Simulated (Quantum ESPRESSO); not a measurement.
A self-consistent single point of KBr (Fm-3m, 2 atoms in the cell) with Quantum ESPRESSO.

Method of the run: PBE, GBRV 1.5 ultrasoft (PBE) pseudopotentials (plane waves; Quantum ESPRESSO).

```
CELL_PARAMETERS angstrom
     -3.29882     0.00000     3.29882
      0.00000     3.29882     3.29882
     -3.29882     3.29882     0.00000
ATOMIC_POSITIONS crystal
  K  0.00000 0.00000 0.00000
  Br 0.50000 0.50000 0.50000
```

Reference input (self-consistent single point, DFT, PBE, plane waves, GBRV 1.5 ultrasoft (PBE) pseudopotentials): ecutwfc = 40 Ry; ecutrho = 200 Ry; occupations = fixed; potentials = {K: k_pbe_v1.4.uspp.F.UPF, Br: br_pbe_v1.4.uspp.F.UPF}; K_POINTS = automatic 9 9 9 0 0 0; nbnd = 14; conv_thr = 1e-11 Ry; mixing_beta = 0.5. This run's input differs from it in these lines:

```diff
@@ -12,4 +12,4 @@
     ntyp = 2
-    ecutwfc = 40
-    ecutrho = 200
+    ecutwfc = 46
+    ecutrho = 230
     occupations = 'fixed'
```

Output (repeated stretches shortened):

```
     Self-consistent Calculation

     iteration #  1     ecut=    46.00 Ry     beta= 0.50

     Threshold (ethr) on eigenvalues was too large:
     Diagonalizing with lowered threshold

     total energy              =    -104.07982696 Ry
     estimated scf accuracy    <       0.09038639 Ry

     iteration #  2     ecut=    46.00 Ry     beta= 0.50

     total energy              =    -104.09559793 Ry
     estimated scf accuracy    <       0.00471305 Ry

     iteration #  3     ecut=    46.00 Ry     beta= 0.50

     total energy              =    -104.09671115 Ry
     estimated scf accuracy    <       0.00075313 Ry

   [... 6 blocks of this kind left out ...]

     iteration # 10     ecut=    46.00 Ry     beta= 0.50

     total energy              =    -104.09681118 Ry
     estimated scf accuracy    <          6.3E-11 Ry

     iteration # 11     ecut=    46.00 Ry     beta= 0.50
     End of self-consistent calculation

     highest occupied, lowest unoccupied level (ev):     1.1039    5.5420

!    total energy              =    -104.09681118 Ry
     estimated scf accuracy    <          1.1E-12 Ry

     convergence has been achieved in  11 iterations

     Forces acting on atoms (cartesian axes, Ry/au):

     atom    1 type  1   force =     0.00000000    0.00000000    0.00000000
     atom    2 type  2   force =     0.00000000   -0.00000000    0.00000000

     Total force =     0.000000     Total SCF correction =     0.000000

          total   stress  (Ry/bohr**3)                   (kbar)     P=        6.25
   0.00004250  -0.00000000   0.00000000            6.25       -0.00        0.00
  -0.00000000   0.00004250  -0.00000000           -0.00        6.25       -0.00
   0.00000000  -0.00000000   0.00004250            0.00       -0.00        6.25

   JOB DONE.
```

The run converged in 11 iterations. Against the reference run the free energy goes down by 14.4 meV/atom, the pressure goes from 0.16 to 0.63 GPa and the gap on the mesh moves little (4.437 to 4.438 eV).

The starting cell comes from a database of computed structures (which also holds hypothetical and non-ambient phases and stackings), without a prior relaxation at this level. Its lattice was rescaled by a random factor within 2.5 % of one.

Cost on one core of a shared machine: roughly 30 s.
